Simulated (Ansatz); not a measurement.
For AuSn2 (model structure, started from the C15 type, Fd-3m, No. 227, 6 atoms in the cell), PBEsol (PAW; Ansatz, a program for electronic structure) gives:

```
Property                              Result
------------------------------  ------------
equilibrium lattice constant a       8.440 Å
bulk modulus                        59.8 GPa
cohesive energy                 3.18 eV/atom
```

Problem. What does r²SCAN (plane waves, PAW; Ansatz) give for the same quantities?

Solution. 
- lattice constant a: 8.547 Å (goes up by 1.3 %)
- bulk modulus: 54.1 GPa (shrinks by 9.5 %)
- cohesive energy: 2.76 eV/atom (drops by 0.42 eV/atom)

Changes are worked out from the printed values.

Unless a cell is named, each level is at its own relaxed cell (PBEsol 25.05, r²SCAN 26.01 Å³/atom).

Levels without +SOC leave out spin–orbit coupling, which shifts energies and cells of such heavy elements.

Caveats: the bulk modulus is −V dP/dV from two relaxed cells at ±2 % in volume (PBEsol, r²SCAN). Ansatz's density-functional and Hartree–Fock values are scalar-relativistic unless marked +SOC, with PAW data made under PBE.

A model structure was made by putting elements into a prototype or built by hand; it is no filed structure, need not be a known phase, and can be a saddle point held by its symmetry.
